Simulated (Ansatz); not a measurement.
A constructed model of the (0001) surface of hcp Os, a pseudomorphic layer of Au in the host's stacking (bottom of the slab: a bare face, its two planes held)

All values below come from PBE (plane waves to 420 eV, PAW; Ansatz, a first-principles code).

Slab: 7 atoms, 13.3 Å thick at the start; k 16x16x1, smearing 0.1 eV, dipole-corrected; 2 atoms held, the rest relaxed; start symmetry kept, larger cells not searched; no spin, no spin-orbit, no U. It is one candidate, not shown to be the stable structure of the face.

```yaml
work_function_of_the_top_face: 5.17 eV
energy_released_by_relaxation: 0.070 eV
cost: very roughly 4 core-minutes
```
